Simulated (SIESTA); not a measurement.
Checking a run of SIESTA on Ag2O3 (Fdd2, 10 atoms in the cell). The aim is a self-consistent single point with DFT, LDA PW92, numerical atomic orbitals DZP, PseudoDojo LDA standard norm-conserving potentials (rewritten from UPF to PSML).

Cell that was meant: a = 6.7033 Å, b = 5.5605 Å, c = 8.3089 Å, α = 53.45°, β = 41.79°, γ = 84.75°.

Part of the input:

```
SCF.Mixer.Method             Pulay
SCF.Mixer.Weight             0.25
SCF.Mixer.History            6
SCF.DM.Tolerance             1.0E-01
SCF.H.Tolerance              1.0 eV
Diag.ParallelOverK           true
WriteForces                  true
```

Log, with long lists cut:

```
reinit: Reading from file input.fdf

reinit: System Name: Ag2O3
reinit: System Label: siesta

   [... lines left out ...]

outcell: Cell vector modules (Ang)   :    6.703321    5.560456    8.308936
outcell: Cell angles (23,13,12) (deg):     53.4543     41.7907     84.7549
outcell: Cell volume (Ang**3)        :    124.7849
new_DM -- step:     1
Initializing Density Matrix...

Attempting to read DM from file... Failed...
DM filled with atomic data:

InitMesh: MESH = 80 x 80 x 80 = 512000
InitMesh: Mesh cutoff (required, used) =   350.000   425.942 Ry

stepf: Methfessel-Paxton step function
       Using Hermite-Gauss polynomials of order  0
        iscf     Eharris(eV)        E_KS(eV)     FreeEng(eV)     dDmax    Ef(eV) dHmax(eV)
   scf:    1   -19245.742085   -19452.775012   -19452.775012  0.960686 -0.889516 26.922585
   scf:    2   -19562.268626   -19542.721783   -19542.721783  0.726148 -3.858325  4.760261
   scf:    3   -19544.102361   -19543.936175   -19543.936175  0.093749 -4.261485  1.697033
   scf:    4   -19544.214609   -19544.271913   -19544.271913  0.086698 -4.506015  1.438470
   scf:    5   -19544.440778   -19544.400439   -19544.400439  0.040573 -4.695120  0.132420
SCF Convergence by DM+H criterion
max |DM_out - DM_in|         :     0.0405734209
max |H_out - H_in|      (eV) :     0.1324201927
SCF cycle converged after 5 iterations

Using DM_out to compute the final energy and forces

siesta: E_KS(eV) =           -19544.4004

siesta: E_KS - E_eggbox =    -19544.4004

siesta: Atomic forces (eV/Ang):
     1    0.167973   -0.093606   -0.057016
     2   -0.167973    0.093606   -0.057016
     3   -0.167973   -0.093606   -0.057016
     4    0.167973    0.093606   -0.057016
     5    0.146185    0.013909    0.133719
     6   -0.146185   -0.013909    0.133719
     7   -0.146185    0.013909    0.133719
     8    0.146185   -0.013909    0.133719
     9   -0.000000    0.000000   -0.155897
    10    0.000000    0.000000   -0.155897
   [... lines left out ...]
siesta: FreeEng =    -19544.400439
   [... lines left out ...]
siesta:    -0.000000    0.038749    0.000000
siesta:    -0.000000    0.000000    0.039174

siesta: Cell volume =        124.784868 Ang**3

siesta: Pressure (static):
siesta:                Solid            Molecule  Units
siesta:          -0.00039992         -0.00040148  Ry/Bohr**3
siesta:          -0.03671919         -0.03686183  eV/Ang**3
siesta:         -58.83062166        -59.05916992  kBar
```

Q: Can these results be used? Check the input.

A: The run is not sound. The fault is a convergence threshold that is too loose. A loop that stops early leaves an energy error of second order in the density error, but errors of first order in forces and stress. To fix it, tighten the threshold. The run converged in 5 iterations without an error; against the sound input the free energy is nearly the same (within 1 meV/atom), the pressure goes from -5.61 to -5.88 GPa, the largest force goes from 0.234 to 0.201 eV/Å and the gap on the mesh goes from 0.304 to 0.409 eV.

The sound input it was made from differs as follows (other fixes are possible):
```diff
-SCF.DM.Tolerance             1.0E-01
-SCF.H.Tolerance              1.0 eV
+SCF.DM.Tolerance             1.0E-05
```

With that input, the run converged in 12 iterations: free energy E − TS -19544.4064 eV; top of the valence band (on the code's own zero) -4.83 eV; gap on the k-point mesh 0.30 eV; pressure -5.61 GPa; largest force (vector length) 0.234 eV/Å (DFT, LDA PW92, numerical atomic orbitals DZP, PseudoDojo LDA standard norm-conserving potentials (rewritten from UPF to PSML)).

On the sound input: the starting cell comes from a database of computed structures (which also holds hypothetical and non-ambient phases and stackings), without a prior relaxation at this level. Values carry the incompleteness of an atom-centred basis. With a pressure of about -6 GPa the cell is away from its equilibrium volume at this level.
